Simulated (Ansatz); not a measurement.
The parent structure is Ru in the hcp (Mg type) structure (space group P6_3/mmc, No. 194; relaxed with 0.1 eV smearing).

```
CELL_PARAMETERS angstrom
      2.69139     0.00000     0.00000
     -1.34570     2.33081     0.00000
      0.00000     0.00000     4.24891
ATOMIC_POSITIONS crystal
  Ru 0.66667 0.33333 0.75000
  Ru 0.33333 0.66667 0.25000
```

Level of theory: PBEsol/PAW in Ansatz (an electronic-structure program), no spin-orbit coupling.

Strains are applied to the cell and any free atomic positions relax.

One change was made to it. Results:

```tsv
quantity	base	after
pressure (mean of the normal stresses, compression positive)	0.0 GPa	-9.6 GPa
energy relative to the base (free energy F)	0 meV/atom	+12 meV/atom
```

Q: Which of these changes matches the shifts?
A. isotropic strain +0.50 %
B. isotropic strain −1.00 %
C. isotropic strain +1.00 %
D. isotropic strain −2.00 %

A: C, isotropic strain +1.00 %. For comparison, the pressure in the other runs: isotropic strain −1.00 % gives 11.2 GPa; isotropic strain +0.50 % gives -5.0 GPa; isotropic strain −2.00 % gives 24.3 GPa.

No phonon test of stability was made. All final runs are without spin polarisation.
